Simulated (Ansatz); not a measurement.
We consider TiSi2 (model structure, started from the AlB2 type, P6/mmm, No. 191, 3 atoms in the cell), described by PBEsol (PAW; Ansatz, a program for electronic structure).

Settings: plane-wave cutoff 520 eV, 18×18×12 k mesh (along the axes of the cell as run), Fermi–Dirac smearing 0.05 eV, no spin polarisation, scalar-relativistic PAW data made under PBE.

Cell (relaxed at this level):

```yaml
crystal:
  lattice:
    - [4.33135, 0.00000, 0.00000]
    - [-2.16568, 3.75106, 0.00000]
    - [0.00000, 0.00000, 2.53901]
  atoms:
    - { symbol: Ti, position: [0.00000, 0.00000, 0.00000] }
    - { symbol: Si, position: [0.33333, 0.66667, 0.50000] }
    - { symbol: Si, position: [0.66667, 0.33333, 0.50000] }
```

Task: Estimate the bulk modulus B0 that the calculation returns.

Result: 
- bulk modulus B0 = 140 GPa

Note: the run has no spin polarisation, so it can have missed a magnetic state; the bulk modulus is −V dP/dV from two relaxed cells at ±2 % in volume; the relaxation could raise the start's symmetry but not lower it, so the cell can be a saddle point.

Static lattice: no zero-point or thermal effects.

It cost around 7 core-minutes (rough) of CPU time.

A model structure was made by putting elements into a prototype or built by hand; it is no filed structure, need not be a known phase, and can be a saddle point held by its symmetry.
